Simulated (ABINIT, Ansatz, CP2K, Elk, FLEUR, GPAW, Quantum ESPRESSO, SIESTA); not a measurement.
# YAl3 (Pm-3m, 4 atoms in the cell) computed with different codes at matched settings

Self-consistent single point, at a second geometry (lattice scaled by 0.98). First geometry:

```yaml
crystal:
  lattice:
    - [4.20441, 0.00000, 0.00000]
    - [0.00000, 4.20441, 0.00000]
    - [0.00000, 0.00000, 4.20441]
  atoms:
    - { symbol: Y, position: [0.00000, 0.00000, 0.00000] }
    - { symbol: Al, position: [0.00000, 0.50000, 0.50000] }
    - { symbol: Al, position: [0.50000, 0.00000, 0.50000] }
    - { symbol: Al, position: [0.50000, 0.50000, 0.00000] }
```

Shared settings, as Ansatz (a program for electronic structure) writes them: kpoints.mp_grid.grid = 6 6 6; scf.occupations.method = fermi_dirac; scf.occupations.width = 0.1 eV. Potentials and cutoffs stand in the table.

```csv
code,model,ΔF from the first geometry (meV/atom),pressure (GPa),cutoff
Quantum ESPRESSO,"LDA (PZ), PSlibrary PAW (LDA) pseudopotentials",10.4,4.34,45 Ry
ABINIT,"LDA (PW92), norm-conserving pseudopotentials (PseudoDojo nc-sr-04 LDA standard)",8.7,4.08,36 Ha
GPAW,"LDA (Perdew-Wang 92), GPAW PAW datasets LDA (gpaw-data 1.0.1)",10.5,4.38,550 eV
Ansatz,"LDA (PW92), PAW files made with PBE",10.2,4.34,default
CP2K,"LDA (Pade form), GPW, DZVP-MOLOPT-SR-GTH basis, GTH-PADE potentials (GTH_POTENTIALS)",6.0,3.63,grid 500 Ry
FLEUR,"LDA (Vosko-Wilk-Nusair), all-electron FLAPW (FLEUR), scalar-relativistic valence",9.8,–,Kmax 3.9 1/bohr
Elk,"LDA (PW92), all-electron FP-LAPW, Elk's shipped species files, APW+lo basis with extra local orbitals",10.1,–,rgkmax 8
SIESTA,"LDA PW92, numerical atomic orbitals TZP, PseudoDojo LDA standard norm-conserving potentials (rewritten from UPF to PSML)",2.7,3.21,grid 400 Ry
```

A dash marks a value that a program does not give, or that is left out as unsure.

The spread over the programs that give each value: ΔF from the first geometry within 7.8 meV/atom; pressure within 1.17 GPa.

CP2K and SIESTA use small atom-centred bases, whose incompleteness enters pressures, forces and empty levels differently from a plane-wave cutoff. FLEUR and Elk treat all electrons, but the usual bases taken here (sphere radii, linearisation, local orbitals, empty states) were not tested for convergence, so the values are no reference for the others. Ansatz's pressure is given at a fixed set of plane waves, as the other plane-wave codes print theirs. The same LDA comes in different parametrisations, which differ slightly. In the pressure, SIESTA (by 1.13) lies more than 1 GPa from the median of the plane-wave programs.

The starting cell comes from a database of computed structures (which also holds hypothetical and non-ambient phases and stackings), without a prior relaxation at this level. Its lattice was rescaled by a random factor within 2.5 % of one. For this run, on top of that: lattice scaled by 0.98.

Keys are those of Ansatz 0.2.
